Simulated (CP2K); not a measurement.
CP2K run on PbO (P4/nmm, 4 atoms in the cell): self-consistent single point.

Method of the run: CP2K with LDA (Pade form), GPW, DZVP-MOLOPT-SR-GTH basis, GTH-PADE potentials (GTH_POTENTIALS).

```yaml
crystal:
  lattice:
    - [3.98000, 0.00000, 0.00000]
    - [0.00000, 3.98000, 0.00000]
    - [0.00000, 0.00000, 5.02000]
  atoms:
    - { symbol: Pb, position: [0.50000, 0.00000, 0.76500] }
    - { symbol: Pb, position: [0.00000, 0.50000, 0.23500] }
    - { symbol: O, position: [0.50000, 0.50000, 0.00000] }
    - { symbol: O, position: [0.00000, 0.00000, 0.00000] }
```

Reference input (self-consistent single point, DFT PBE, GPW, DZVP-MOLOPT-SR-GTH basis, GTH-PBE potentials (GTH_POTENTIALS)): CUTOFF = 450 Ry; REL_CUTOFF = 50 Ry; SMEAR/METHOD = FERMI_DIRAC; ELECTRONIC_TEMPERATURE = 580.23 K; KPOINTS/SCHEME = MONKHORST-PACK 6 6 5; GAMMA_CENTERED = T; XC_FUNCTIONAL = PBE; Pb/BASIS_SET = DZVP-MOLOPT-SR-GTH-q4; Pb/POTENTIAL = GTH-PBE-q4; O/BASIS_SET = DZVP-MOLOPT-SR-GTH-q6; O/POTENTIAL = GTH-PBE-q6; METHOD = GPW. This run's input differs from it in these lines:

```diff
@@ -43,3 +43,3 @@
     &XC
-      &XC_FUNCTIONAL PBE
+      &XC_FUNCTIONAL PADE
       &END XC_FUNCTIONAL
@@ -77,3 +77,3 @@
       BASIS_SET DZVP-MOLOPT-SR-GTH-q4
-      POTENTIAL GTH-PBE-q4
+      POTENTIAL GTH-PADE-q4
     &END KIND
@@ -81,3 +81,3 @@
       BASIS_SET DZVP-MOLOPT-SR-GTH-q6
-      POTENTIAL GTH-PBE-q6
+      POTENTIAL GTH-PADE-q6
     &END KIND
```

The program printed (abridged):

```
 SCF WAVEFUNCTION OPTIMIZATION

  Step     Update method      Time    Convergence         Total energy    Change
     1 NoMix/Diag. 0.30E+00      -     0.53381672       -39.3132199202 -3.93E+01
     2 Broy./Diag. 0.30E+00      -     0.36078589       -36.0894232540  3.22E+00
     3 Broy./Diag. 0.30E+00      -     0.01359011       -39.7441349696 -3.65E+00
     4 Broy./Diag. 0.30E+00      -     0.01492876       -39.3815815713  3.63E-01
     5 Broy./Diag. 0.30E+00      -     0.00411112       -39.3174339353  6.41E-02
     6 Broy./Diag. 0.30E+00      -     0.00251222       -39.3668064819 -4.94E-02
   [... 4 lines left out ...]
    11 Broy./Diag. 0.30E+00      -     0.00000115       -39.3573158185  4.78E-05
    12 Broy./Diag. 0.30E+00      -     0.00000020       -39.3573209863 -5.17E-06
    13 Broy./Diag. 0.30E+00      -     0.00000016       -39.3573220087 -1.02E-06
    14 Broy./Diag. 0.30E+00      -     0.00000002       -39.3573216296  3.79E-07
  *** SCF run converged in    14 steps ***

  Overlap energy of the core charge distribution:               0.00000000219494
  Self energy of the core charge distribution:                -96.64256272479599
  Core Hamiltonian energy:                                     26.16624377140428
  Hartree energy:                                              40.02512828549042
  Exchange-correlation energy:                                 -8.90613094152318
  Electronic entropic energy:                                  -0.00000002239078
  Fermi energy:                                                 0.12993836739351

  Total energy:                                               -39.35732162962030
  Total energy (extrapolated to T->0):                        -39.35732161842491

   [... lines left out ...]

 STRESS| Analytical stress tensor [bar]
 STRESS|                        x                   y                   z
 STRESS|      x       -3.76064846785E+04   2.11547615492E-04   2.05545134038E-04
 STRESS|      y        2.11547615492E-04  -3.76066368479E+04   2.05513453765E-04
 STRESS|      z        2.05545134038E-04   2.05513453765E-04  -3.18905923859E+04
 STRESS| 1/3 Trace                                            -3.57012379708E+04
```

The run converged in 14 iterations. Against the reference run the pressure goes from 5.35 to -3.57 GPa, the largest force goes from 0.422 to 0.509 eV/Å and the gap on the mesh goes from 1.154 to 1.130 eV.

The starting cell has typed, rounded lattice constants, without a prior relaxation at this level. Spin-orbit coupling is off. Values carry the incompleteness of an atom-centred basis. With a pressure of about -4 GPa the cell is away from its equilibrium volume at this level.
